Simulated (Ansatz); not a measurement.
**What pressure −1 GPa does to IrO2**

The reference is IrO$_{2}$ in the rutile structure (space group P4_2/mnm, No. 136; a = 4.472 Å, c = 3.154 Å).

Modification: hydrostatic tension (pressure −1 GPa).

Method: PBEsol in Ansatz (plane waves to 420 eV, PAW, without spin-orbit coupling). Γ-centred 11×11×15 mesh, Fermi–Dirac width 0.05 eV.

```tsv
quantity	base	changed	shift
volume per atom	10.51 Å³	10.55 Å³	+0.04 Å³
density	11.81 g/cm³	11.77 g/cm³	-0.04 g/cm³
lattice parameter a	4.472 Å	4.478 Å	+0.006 Å
c/a ratio	0.705	0.705	-0.0006
shortest interatomic distance	1.953 Å	1.955 Å	+0.0026 Å
enthalpy H = E + PV relative to the base's energy	–	-0.07 eV/atom	–
band gap	zero	zero	–
```

Final structure:

```
CELL_PARAMETERS angstrom
      4.47826     0.00000     0.00000
      0.00000     4.47826     0.00000
      0.00000     0.00000     3.15542
ATOMIC_POSITIONS crystal
  Ir 0.00000 0.00000 0.00000
  Ir 0.50000 0.50000 0.50000
  O  0.30875 0.30875 0.00000
  O  0.80875 0.19125 0.50000
  O  0.19125 0.80875 0.50000
  O  0.69125 0.69125 0.00000
```

Cost of the whole job for the changed cell (relaxation, final SCF and bands): about 90 core-seconds (a rough figure).

Load acts through the strain it causes; cell and atoms are relaxed under it. Stability against distortions was not tested. No Hubbard U is applied, and correlation can decide whether such a compound is a metal. The final runs are not spin-polarised.

Ansatz is an electronic-structure program.
